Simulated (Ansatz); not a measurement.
GaP (F-43m) under hydrostatic pressure: hole conductivity mass by r2SCAN with spin-orbit coupling, rigid bands (plane waves, PAW; Ansatz, a quantum-chemistry and plane-wave program). The unloaded cell, whose axes the loads refer to:

Space group F-43m (No. 216); a = b = c = 5.452 Å, α = β = γ = 90.00°

```tsv
atom	site	symmetry	x	y	z
Ga	4a	-43m	0.0000	0.0000	0.0000
P	4d	-43m	0.7500	0.7500	0.7500
```
(The calculation used a cell of 2 atoms; values per cell refer to that cell.)

```csv
hydrostatic pressure (GPa),volume per atom (Å³),hole conductivity mass (mₑ)
-2,20.75,0.492
0,20.25,0.481
2,19.82,0.471
5,19.25,0.459
10,18.46,?
```

Fit a straight line to ln(hole conductivity mass) against the load over the rows given, and predict the row at 10 GPa.

The means are x̄ = 1.250 GPa and ȳ = -0.7432; Σ(x − x̄)(y − ȳ) = -0.2648 and Σ(x − x̄)² = 26.75, so the slope is -0.990 % per GPa, and the rows given lie within 0.23 % of the line. At 10 GPa the line gives 0.436 mₑ; the calculation gives 0.441 mₑ, 1.1 % from it.

Masses are for dilute carriers at 300 K, harmonic means over directions unless an axis is named. Stresses and pressures are the targets of the relaxation. The structure type is held at every load. Geometry: cell and atoms relaxed with r2SCAN.
